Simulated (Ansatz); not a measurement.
Consider TiC in the rock salt structure (space group Fm-3m, No. 225; relaxed with 0.1 eV smearing).

```yaml
crystal:
  lattice:
    - [0.00000, 2.16392, 2.16392]
    - [2.16392, 0.00000, 2.16392]
    - [2.16392, 2.16392, 0.00000]
  atoms:
    - { symbol: Ti, position: [0.00000, 0.00000, 0.00000] }
    - { symbol: C, position: [0.50000, 0.50000, 0.50000] }
```

Cartesian axes are those of the cell as printed.

All numbers come from r2SCAN (Ansatz, a quantum-chemistry and plane-wave program), no SOC.

Before the change:

The pressure is 0.0 GPa.

The change: biaxial strain +0.50 %, plane normal [001], relaxed out of plane (Cartesian); in-plane vectors clamped, the third vector and the atoms free.

Q: Predict the new pressure, out-of-plane strain and energy relative to the base.

A: The pressure (mean of the normal stresses, compression positive) goes from zero to -1.9 GPa; the out-of-plane strain comes out as -0.24 %; the energy goes up by 0.9 meV/atom.

Whether these cells are dynamically stable was not tested. The final runs are not spin-polarised.
